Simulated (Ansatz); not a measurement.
Base system: Ru in the hcp (Mg type) structure (space group P6_3/mmc, No. 194; a = 2.6756 Å, c = 4.2237 Å; relaxed with 0.1 eV smearing). Axes: x lies along a and z along c of the hexagonal cell.

Calculations: LDA (Ansatz, a first-principles code), no spin-orbit coupling.

Strains are applied to the cell and any free atomic positions relax.

One change was made to it. Results:

```tsv
quantity	base	after
pressure (mean of the normal stresses, compression positive)	0.0 GPa	-5.4 GPa
energy relative to the base (free energy F)	0 meV/atom	+6.6 meV/atom
shortest interatomic distance	2.617 Å	2.642 Å
```

### Question
Which of these changes matches the shifts?
A) uniaxial strain ε_zz = +0.50 %
B) uniaxial strain ε_zz = +1.50 %
C) uniaxial strain ε_zz = +2.50 %
D) uniaxial strain ε_zz = −2.50 %
E) uniaxial strain ε_zz = +2.00 %

### Answer
B, uniaxial strain ε_zz = +1.50 %. For comparison, the energy relative to the base in the other runs: uniaxial strain ε_zz = +0.50 % gives +0.7 meV/atom; uniaxial strain ε_zz = −2.50 % gives +20 meV/atom; uniaxial strain ε_zz = +2.00 % gives +12 meV/atom; uniaxial strain ε_zz = +2.50 % gives +18 meV/atom.

No phonon test of stability was made. The final runs are not spin-polarised.
